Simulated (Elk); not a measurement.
```
CELL_PARAMETERS angstrom
      2.08164    -3.60551     0.00000
      2.08164     3.60551     0.00000
      0.00000     0.00000     6.88195
ATOMIC_POSITIONS crystal
  Mg 0.00000 0.00000 0.00000
  I  0.33333 0.66667 0.24200
  I  0.66667 0.33333 0.75800
```

Level of theory: Elk with PBE, all-electron FP-LAPW, Elk's shipped species files, APW+lo basis with extra local orbitals.

The set-up and first iterations of an Elk log for MgI2 (P-3m1, 3 atoms in the cell):

```
│ Elk code version 10.2.4 │

All units are atomic (Hartree, Bohr, etc.)

│ Ground-state run starting from atomic densities │

Lattice vectors :
   3.933729357      -6.813419110       0.000000000
   3.933729357       6.813419110       0.000000000
   0.000000000       0.000000000       13.00500448

Unit cell volume      :    697.1240780
Brillouin zone volume :   0.3558193172

Muffin-tin inner radius fraction :   0.1000000000E-01

Nuclei treated as point charges

Species :    1 (Mg)
 parameters loaded from : Mg.in
 name : magnesium
 nuclear charge    :   -12.00000000
 electronic charge :    12.00000000
 atomic mass :    44305.30462
 muffin-tin radius :    2.200000000
 number of radial points in muffin-tin :    799
 atomic positions (lattice), magnetic fields (Cartesian) :
   1 :   0.00000000  0.00000000  0.00000000    0.00000000  0.00000000  0.00000000

Species :    2 (I)
 parameters loaded from : I.in
 name : iodine
   [... lines left out ...]
Maximum |G+k| for APW functions       :    3.243243243
Maximum (1/2)|G+k|²                   :    5.259313367
Maximum |G| for potential and density :    18.00000000
 potential will be trimmed for |G| > 2 gkmax
Constant for pseudocharge density :   12
Radial integration step length :    2

G-vector grid sizes :     48    48    75
Number of G-vectors :    68739

Maximum angular momentum used for
 APW functions                      :   10
 outer part of muffin-tin           :    8
 inner part of muffin-tin           :    4

Total nuclear charge    :   -118.0000000
Total core charge       :    74.00000000
Total valence charge    :    44.00000000
Total excess charge     :    0.000000000
Total electronic charge :    118.0000000

Effective Wigner radius, rₛ :    1.121449760

Number of empty states         :   12
Total number of valence states :   34
Total number of core states    :   74

Conduction state local-orbitals added automatically
Total number of local-orbitals :  325

Exchange-correlation functional :     20     0     0
 Perdew-Burke-Ernzerhof, Phys. Rev. Lett. 77, 3865 (1996)
 gradient requirement :    1
 generalised gradient approximation (GGA)

Smearing type :    3
 Fermi-Dirac
Smearing width :   0.3674930000E-03
Effective electronic temperature (K) :    116.0451112

Mixing type :    3
 Broyden mixing, J. Phys. A: Math. Gen. 17, L317 (1984)

Kohn-Sham potential initialised from atomic data
│ Self-consistent loop started │
│ Loop number : 1 │
 total energy                :     -14463.5494983
│ Loop number : 2 │
 total energy                :     -14463.2086903
RMS change in Kohn-Sham potential (target) :   0.3599064069     (  0.1000000000E-05)
Absolute change in total energy (target)   :   0.3408079252     (  0.1000000000E-03)
│ Loop number : 3 │
 total energy                :     -14458.1535266
RMS change in Kohn-Sham potential (target) :   0.2909931210     (  0.1000000000E-05)
Absolute change in total energy (target)   :    5.140365674     (  0.1000000000E-03)
│ Loop number : 4 │
 total energy                :     -14447.8852043
RMS change in Kohn-Sham potential (target) :   0.1408436084     (  0.1000000000E-05)
Absolute change in total energy (target)   :    11.55341372     (  0.1000000000E-03)
│ Loop number : 5 │
 total energy                :     -14442.1012218
RMS change in Kohn-Sham potential (target) :   0.5153428353E-01 (  0.1000000000E-05)
Absolute change in total energy (target)   :    8.672335926     (  0.1000000000E-03)
│ Loop number : 6 │
 total energy                :     -14440.8748439
RMS change in Kohn-Sham potential (target) :   0.1849650560E-01 (  0.1000000000E-05)
Absolute change in total energy (target)   :    3.394461901     (  0.1000000000E-03)
│ Loop number : 7 │
 total energy                :     -14435.5847281
RMS change in Kohn-Sham potential (target) :   0.1781165977E-01 (  0.1000000000E-05)
   [... lines left out ...]
```

Question: Will this run converge, and how will it end?

Answer: The run ended unconverged after 200 iterations. It gives no final result for the task that was set. The log goes on:

```
│ Loop number : 134 │
 total energy                :     -14420.0606461
RMS change in Kohn-Sham potential (target) :   0.1033099444     (  0.1000000000E-05)
   [... lines left out ...]
RMS change in Kohn-Sham potential (target) :   0.1211881514E-01 (  0.1000000000E-05)
Absolute change in total energy (target)   :    2.058488089     (  0.1000000000E-03)
│ Loop number : 198 │
 total energy                :     -14443.4848854
RMS change in Kohn-Sham potential (target) :   0.3257280042E-01 (  0.1000000000E-05)
Absolute change in total energy (target)   :    2.433241301     (  0.1000000000E-03)
│ Loop number : 199 │
 total energy                :     -14446.2676426
RMS change in Kohn-Sham potential (target) :   0.5020840296E-01 (  0.1000000000E-05)
Absolute change in total energy (target)   :    3.391067503     (  0.1000000000E-03)
│ Loop number : 200 │
Reached self-consistent loops maximum

Energies :
 Fermi                       :     0.125385305630
 total energy                :     -14446.9986520

Density of states at Fermi energy :   0.2721270164E-06
 (states/Hartree/unit cell)

Estimated indirect band gap :   0.1248568903
 from k-point      1 to k-point      1
Estimated direct band gap   :   0.1248568903
 at k-point      1

Charges :
 core                        :    74.00000000
 valence                     :    44.00000000
 interstitial                :    5.154053039
 muffin-tins (core leakage)
  species :    1 (Mg)
   atom    1                 :    10.34899938     (   0.000000000    )
  species :    2 (I)
   atom    1                 :    51.24847379     (  0.2062901159E-03)
   atom    2                 :    51.24847379     (  0.2062901159E-03)
 total in muffin-tins        :    112.8459470
 total calculated charge     :    117.9995088
 total charge                :    118.0000000
   [... lines left out ...]
   IBS                       :    -0.00000000   -0.00000000   -0.11515463
   total force               :    -0.00000000    0.00000000    0.01578560
   total magnitude           :     0.01578560
  atom :    2
   Hellmann-Feynman          :    -0.00000000   -0.00000000   -0.13094022
   IBS                       :     0.00000000    0.00000000    0.11515463
   total force               :     0.00000000   -0.00000000   -0.01578560
   total magnitude           :     0.01578560
```

The starting cell has typed, rounded lattice constants, without a prior relaxation at this level. Its lattice was rescaled by a random factor within 2.5 % of one. Spin-orbit coupling is off. Values depend on the basis (sphere radii, cutoffs, local orbitals), which need not be converged.

The run was DFT, PBE, all-electron FP-LAPW, Elk's shipped species files, APW+lo basis with extra local orbitals. Main settings of its input:

- xctype = 20
- rgkmax = 8
- stype = 3
- swidth = 0.000367493 Ha
- ngridk = 1 1 1
- tforce = true
- gmaxvr = 18 1/bohr
- lmaxapw = 10
- lmaxo = 8
- nxlo = 2
- lorbcnd = true
- lradstp = 2
